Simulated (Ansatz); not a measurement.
Take BaLiF3 in the cubic perovskite structure (space group Pm-3m, No. 221; a = 3.958 Å; a cell from a computed database, its experimental status unchecked) as the base. Axes: x, y, z lie along the cube axes.

Modification: uniaxial strain ε_xx = +4.79 %, all other strain components held at zero, atoms relaxed at fixed cell.

Levels (all Ansatz, a first-principles code, PAW): PBEsol (420 eV, scalar-relativistic without spin-orbit coupling); r2SCAN (500 eV, without spin-orbit coupling); HSE06 (420 eV, no SOC).

One geometry, relaxed with PBEsol, under each level:

```tsv
level	band gap	lowest conduction level above the VBM at special points	pressure
PBEsol	6.25 eV	Γ 6.25 eV; Z 7.51 eV; A 7.81 eV; X 7.97 eV	-3.15 GPa
r2SCAN	___	___	___
HSE06	8.40 eV	Γ 8.40 eV; Z 9.65 eV; A 10.06 eV	–
```

Question: Give the withheld r2SCAN results.

Answer: 
- r2SCAN, band gap: 7.04 eV
- r2SCAN, lowest conduction level above the VBM at special points: Γ 7.04 eV; Z 8.26 eV; A 8.74 eV; X 8.75 eV
- r2SCAN, pressure: -2.05 GPa

Single points use the geometry relaxed with PBEsol. Their cutoffs differ, which shifts pressures a little. HSE06 was sampled on its mesh, a few special points and the semilocal edge points, so its gap is an upper bound. Stability against distortions was not tested. Many cubic perovskites are stable only at high temperature; tilts and polar distortions were not tested. Labels are those of the standard path for the cell's own space group.
